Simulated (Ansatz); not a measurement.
## GeRh (model structure, started from the NbAs type, I4₁md, No. 109, 4 atoms in the cell): properties by level of theory

```tsv
level (code)	lattice parameter a (Å)	lattice parameter c (Å)
PBE (Ansatz)	3.482	10.104
PBEsol (Ansatz)	3.445	9.903
PBE-D3(BJ) (Ansatz)	3.459	9.894
```

Ansatz's density-functional and Hartree–Fock values are scalar-relativistic unless marked +SOC, with PAW data made under PBE.

The computed numbers hold no vibrational or temperature effects.

A model structure was made by putting elements into a prototype or built by hand; it is no filed structure, need not be a known phase, and can be a saddle point held by its symmetry.

Ansatz is a first-principles code.
